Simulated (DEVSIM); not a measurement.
Structure: abrupt GaSb n-p junction, at 250 K.

```tsv
layer (left to right)	material	thickness (μm)	Nd (cm⁻³)	Na (cm⁻³)	τn (s)	τp (s)
1	GaSb	1.50	3e15	-	1.8e-9	1.8e-9
2	GaSb	0.880	-	4.5e17	1.8e-9	1.8e-9
```

Left contact: ohmic. Right contact: ohmic. Voltage is applied to the left contact. Recombination: SRH at mid-gap, radiative. Mobility is constant in doping.

The device is made up for the run: typed textbook-type constants, with dimensions and the other settings drawn at random. Values at 300 K; Nc and Nv go as T^1.5, mobilities as T to minus their exponent, the gap by Varshni's rule with the affinity fixed.

```csv
parameter,GaSb
gap (eV),0.726
affinity (eV),4.06
permittivity,15.7
Nc (cm⁻³),2.1e17
Nv (cm⁻³),1.8e19
μn (cm²/Vs),5000
μp (cm²/Vs),850
T exponent of μn,2
T exponent of μp,1.7
B (cm³/s),1e-10
Varshni α (eV/K),0.00042
Varshni β (K),140
```

Simulated with DEVSIM: 1D drift-diffusion, Boltzmann statistics, complete ionisation; no tunnelling, impact ionisation, image-force lowering or self-heating.

Tabulate band edges, carrier densities and field at zero bias.

Energies count from the Fermi level of the right contact; mesh points crowd at the junctions.

```csv
x (μm),Ec (eV),Ev (eV),n (cm⁻³),p (cm⁻³),field (V/cm)
0.000,0.086,-0.659,3.0e15,710000,≈ 0
0.01833,0.086,-0.659,3.0e15,710000,≈ 0
0.05320,0.086,-0.659,3.0e15,710000,≈ 0
0.1108,0.086,-0.659,3.0e15,710000,≈ 0
0.2624,0.086,-0.659,3.0e15,710000,≈ 0
0.4744,0.086,-0.659,3.0e15,710000,≈ 0
0.8088,0.088,-0.657,2.7e15,790000,300
1.187,0.205,-0.540,1.2e13,1.8e8,8200
1.338,0.369,-0.376,5.9e9,3.6e11,13000
1.417,0.486,-0.258,2.5e7,8.6e13,16000
1.463,0.565,-0.180,660000,3.2e15,18000
1.496,0.633,-0.112,28000,7.7e16,27000
1.511,0.665,-0.079,6200,3.5e17,8400
1.539,0.671,-0.074,4800,4.5e17,120
1.608,0.671,-0.074,4700,4.5e17,≈ 0
1.704,0.671,-0.074,4700,4.5e17,≈ 0
1.867,0.671,-0.074,4700,4.5e17,≈ 0
2.076,0.671,-0.074,4700,4.5e17,≈ 0
2.247,0.671,-0.074,4700,4.5e17,≈ 0
2.317,0.671,-0.074,4700,4.5e17,≈ 0
2.354,0.671,-0.074,4700,4.5e17,≈ 0
2.380,0.671,-0.074,4700,4.5e17,≈ 0
```
